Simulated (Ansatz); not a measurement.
Effect of biaxial strain +0.42 %, plane normal [111], relaxed out of plane on MgO

Take MgO in the rock salt structure (space group Fm-3m, No. 225; a = 4.214 Å) as the base. Axes: x, y, z lie along the cube axes.

Modification: biaxial strain +0.42 %, plane normal [111], relaxed out of plane (Cartesian); in-plane vectors clamped, the third vector and the atoms free.

All numbers come from PBEsol, PAW, 420 eV (Ansatz, a quantum-chemistry and plane-wave program; without spin-orbit coupling). Γ-centred 13×13×13 mesh, Fermi–Dirac width 0.05 eV.

The volume per atom rises by 0.065 Å³ (9.35 Å³ → 9.42 Å³) and the space group becomes R-3m (No. 166) (base: Fm-3m (No. 225)). The shortest interatomic distance increases by 0.005 Å to 2.112 Å and the energy increases by 0.4 meV/atom. The pressure (mean of the normal stresses, compression positive) falls by 1.072 GPa (0.01 GPa → -1.07 GPa) and the band gap falls by 0.09 eV, from 4.62 eV to 4.53 eV. The gap character remains direct at Γ and the electron mass is still 0.34 mₑ (at Γ). The valence-band top at Γ (three highest levels, from the VBM) changes from 0.00, 0.00, 0.00 eV to 0.00, -0.04, -0.04 eV and the out-of-plane strain amounts to -0.15 %. The mean in-plane stress (compression positive) is -1.6 GPa.

Cost of the whole job for the changed cell (relaxation, final SCF and bands): around 14 core-seconds (rough).

Masses are band curvatures over ±0.01 Å⁻¹ around the edge. Stability against distortions was not tested. k-point labels follow each cell's own Brillouin zone.
